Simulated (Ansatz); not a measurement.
## Pressure series in C

Take C in the diamond structure (space group Fd-3m, No. 227) as the base.

```
C
1.0
    0.00000     1.78581     1.78581
    1.78581     0.00000     1.78581
    1.78581     1.78581     0.00000
C
2
Direct
  0.50000   0.50000   0.50000
  0.75000   0.75000   0.75000
```

Cell and atoms are relaxed at each pressure.

Computed with Kohn–Sham DFT with the PBE functional, run in Ansatz (an electronic-structure program) with PAW and 420 eV plane waves, no spin-orbit coupling, earlier PAW set.

Candidates:
(a) pressure 18 GPa
(b) pressure 30 GPa
(c) pressure 1.8 GPa
(d) pressure −1 GPa

Base values:

| Item | Value |
|---|---|
| Width of the top valence band | 8.29 eV |

Problem. Order them by width of the top valence band, highest first.

Solution. (b) pressure 30 GPa (8.84 eV), (a) pressure 18 GPa (8.63 eV), (c) pressure 1.8 GPa (8.33 eV), (d) pressure −1 GPa (8.27 eV)

The levels and masses belong to the bands next to the band gap. Load acts through the strain it causes; cell and atoms are relaxed under it. No phonon test of stability was made. Competing high-pressure phases were not computed.
